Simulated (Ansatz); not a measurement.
CdTe in the zinc blende structure (space group F-43m, No. 216)

```yaml
crystal:
  lattice:
    - [0.00000, 3.27903, 3.27903]
    - [3.27903, 0.00000, 3.27903]
    - [3.27903, 3.27903, 0.00000]
  atoms:
    - { symbol: Te, position: [0.75000, 0.75000, 0.75000] }
    - { symbol: Cd, position: [0.00000, 0.00000, 0.00000] }
```

Level of theory: r2SCAN (Ansatz, an electronic-structure program), scalar-relativistic without spin-orbit coupling, earlier PAW set. Settings: 9×9×9 k-points, 0.05 eV Fermi–Dirac smearing.

Volume per atom: 35.26 Å³
Density: 5.65 g/cm³
Band gap: 1.16 eV, direct at Γ
Electron mass: 0.089 mₑ
Hole mass (degenerate bands, along [100]): 0.092, 0.55, 0.55 mₑ
Lowest conduction-band minima above the VBM: Γ 1.16 eV; L along ⟨111⟩ 2.20 eV
Total energy: -7632.143 eV/atom (σ→0; compares only within this code and set-up)

With Te present, leaving out spin-orbit coupling can change the band edges. Effective masses come from finite differences of ±0.01 Å⁻¹. Whether these cells are dynamically stable was not tested.
